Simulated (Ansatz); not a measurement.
The reference is Cu₂O (space group Pn-3m, No. 224; a = 4.2224 Å).

Levels (all Ansatz, a quantum-chemistry and plane-wave program, PAW): PBEsol (420 eV, scalar-relativistic without spin-orbit coupling); r2SCAN (500 eV, without spin-orbit coupling); HSE06 (420 eV, no spin-orbit coupling).

One geometry, relaxed with PBEsol, under each level:

| level | band gap | lowest conduction level above the VBM at special points | pressure |
|---|---|---|---|
| PBEsol | 0.56 eV | Γ 0.56 eV; M 1.86 eV; X 2.29 eV; R 2.33 eV | 0.0 kbar |
| r2SCAN | 0.83 eV | Γ 0.83 eV; M 2.20 eV; X 2.58 eV; R 2.67 eV | 21.9 kbar |
| HSE06 | ? | ? | – |

Question: Give the withheld HSE06 results.

Answer: 
- HSE06, band gap: 2.08 eV
- HSE06, lowest conduction level above the VBM at special points: Γ 2.08 eV; M 3.37 eV; X 3.88 eV

Single points use the geometry relaxed with PBEsol. Their cutoffs differ, which shifts pressures a little. Stability against distortions was not tested. No Hubbard U is applied. All final runs are without spin polarisation.
